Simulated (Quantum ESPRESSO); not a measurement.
Quantum ESPRESSO 7.5, DFT, PBE, plane waves, PseudoDojo 0.5 standard norm-conserving PBE (local tails restored to the Coulomb form): Cu(100) slab of 9 layers, 1x1 (Cu9), unrelaxed, 9 atoms. Basis and mesh were picked for this test and aren't claimed converged.

```
Quantity                                            Result
------------------------  --------------------------------
cell                      2.56, 2.56, 28.46 Å; 90, 90, 90°
task                                                   scf
k mesh                                               6×6×1
ecutwfc                                              92 Ry
ecutrho                                             368 Ry
occupations                                       smearing
smearing                                                mv
degauss                                            0.02 Ry
conv_thr                                          9e-09 Ry
tprnfor                                               true
tstress                                              false
k-point pools (-nk)                                      6
diagonalization                            david (default)
mixing_mode                                plain (default)
mixing_beta                                  0.7 (default)
mixing_ndim                                    8 (default)
k-points computed                                       10
bands                                                  103
electrons                                              171
G-vectors of the density                            149505
FFT grid                                         30×30×360
symmetry operations                                     16
```

Machine: one whole node, Intel Xeon 6 (Granite Rapids), 96 cores on 1 socket, 2 hardware threads a core, 3 L3 cache groups, 3 NUMA nodes.

Each time is the median wall time of two to five repeats, run one at a time on the otherwise empty machine; start-up is included. Unless noted, each process is bound to its own block of adjacent cores. The times hold for this build (conda-forge: Open MPI 5.0, OpenMP, OpenBLAS 0.3.34 (pthreads), FFTW, ScaLAPACK, ELPA). Scratch files lie in a memory file system.

Started as
```bash
OMP_NUM_THREADS=1 mpirun -np 96 pw.x -nk 6 -in pw.in
```
(96 ranks, nbnd = 103 (default)) it takes 10 s and 19 SCF iterations.

**Question.** What happens to the run time with nbnd = 156?

**Answer.** About 15 s (2 runs within 1 %): 1.5× as long. The largest move is in FFTs of H·ψ (vloc_psi): 3.9 s to 5.8 s. Change in the result: energy equal as printed, forces (largest component) 0.26 meV/Å.
